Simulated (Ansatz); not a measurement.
**Response to strain in hypothetical cubic perovskite KMnBr3**

Take KMnBr3 in the cubic perovskite structure (space group Pm-3m, No. 221; ferromagnetic; a hypothetical phase, not in the database extracts checked) as the base.

```
CELL_PARAMETERS angstrom
      5.36433     0.00000     0.00000
      0.00000     5.36433     0.00000
      0.00000     0.00000     5.36433
ATOMIC_POSITIONS crystal
  K  0.00000 0.00000 0.00000
  Mn 0.50000 0.50000 0.50000
  Br 0.00000 0.50000 0.50000
  Br 0.50000 0.50000 0.00000
  Br 0.50000 0.00000 0.50000
```

Cartesian axes are those of the cell as printed.

Strains are applied to the cell and any free atomic positions relax; under biaxial strain the out-of-plane vector relaxes too.

Levels (all Ansatz, a quantum-chemistry and plane-wave program, PAW): PBE (420 eV, no SOC); PBEsol (420 eV, without spin-orbit coupling).

The base cell above is that of PBE; each level relaxes its own structures.

Notes on the quantities. energy relative to the base: free energy F.

```tsv
case	energy relative to the base, PBE	energy relative to the base, PBEsol
biaxial strain −3.47 %, plane normal [110], relaxed out of plane	+12 meV/atom	+12 meV/atom
isotropic strain −3.33 %	+30 meV/atom	+31 meV/atom
uniaxial strain ε_yy = −5.92 %	+19 meV/atom	+21 meV/atom
uniaxial strain ε_yy = −2.77 %	+3.8 meV/atom	+4.2 meV/atom
uniaxial strain ε_yy = −1.45 %	+1.0 meV/atom	+1.1 meV/atom
strain tensor (xx, yy, zz, yz, xz, xy) = (−0.78, +0.75, +0.21, +0.98, +1.26, −0.57) %	+1.6 meV/atom	+1.7 meV/atom
strain tensor (xx, yy, zz, yz, xz, xy) = (−0.24, −0.79, +0.42, +0.68, −0.08, −0.28) %	+0.6 meV/atom	+0.6 meV/atom
```

The two levels differ by at most about 1.8 meV/atom. They put the cases in the same order.

A case with no gap was solved on a k-mesh chosen for an insulator, which is coarse for it. No phonon test of stability was made. No Hubbard U is applied and the magnetic state is the run's own (KMnBr3 ferromagnetic); small cells can't hold the antiferromagnetic order that many such compounds have, so gaps and moments can be off. Many cubic perovskites are stable only at high temperature; tilts and polar distortions were not tested.
